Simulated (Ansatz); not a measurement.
The starting structures come from a database of crystals and need not be the phases stable at ambient conditions.

 Where the default PAW files enter, the runs use the earlier of Ansatz's two default sets.

The decay constant κ of evanescent states in the gap governs leakage through a thin film.

Given:

```xyz
12
Lattice="5.4231 0.0000 0.0000 0.0000 7.1635 0.0000 2.7115 0.0000 4.0435" Properties=species:S:1:pos:R:3 pbc="T T T"
Tl     0.0000     3.5818     0.0000
Tl     0.0000     0.0000     0.0000
P      5.4231     1.7909     2.8704
P      2.7115     5.3726     1.1731
O      2.7115     4.0700     1.9567
O      5.4231     3.0935     2.0869
O      5.4231     0.4883     2.0869
O      2.7115     6.6753     1.9567
O      1.4441     5.3726     0.2659
O      6.6905     1.7909     3.7776
O      4.1556     1.7909     3.7776
O      3.9790     5.3726     0.2659
```

Space group of this cell: Cmcm. The cell is taken as given; by PBEsol its mean pressure is 2.3 GPa.

Transport runs along the normal of the first two printed cell vectors.

No gap correction and no spin-orbit coupling; mid-gap values are interpolated between computed energies.

Give the band gap and the smallest decay constant κ at mid-gap that PBEsol (Ansatz, a quantum-chemistry and plane-wave program) yields.

Gap 0.89 eV on a 8×4×8 mesh; κ = 0.176 1/Å, at the zone centre.
